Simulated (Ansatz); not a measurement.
Base system: SrTiO3 in the cubic perovskite structure (space group Pm-3m, No. 221; a = 3.936 Å).

Computed with PBE/PAW in Ansatz (an electronic-structure program), without spin-orbit coupling, earlier PAW set.

For the base:

The gap between the host's bands comes out as 1.85 eV and the gap character is indirect, R → Γ.

Now apply this change: 0.183 holes added to each cell, a density of 3.0×10^21 cm⁻³, with a uniform compensating background at fixed cell and a 300 K Fermi–Dirac width.

What happens to the gap between the host's bands, Fermi level from band edge and gap character?

The gap between the host's bands goes up by 0.08 eV to 1.93 eV; the Fermi level relative to the doped band's edge (positive inside the band; to 0.05 eV) is +0.10 eV; the gap character remains indirect, R → Γ.

Carriers are added with a uniform compensating background; total energy and stress of such cells depend on the potential's zero and are not compared; many-body gap narrowing is missing at this level. No phonon test of stability was made. The final runs are not spin-polarised. Many cubic perovskites are stable only at high temperature; tilts and polar distortions were not tested.
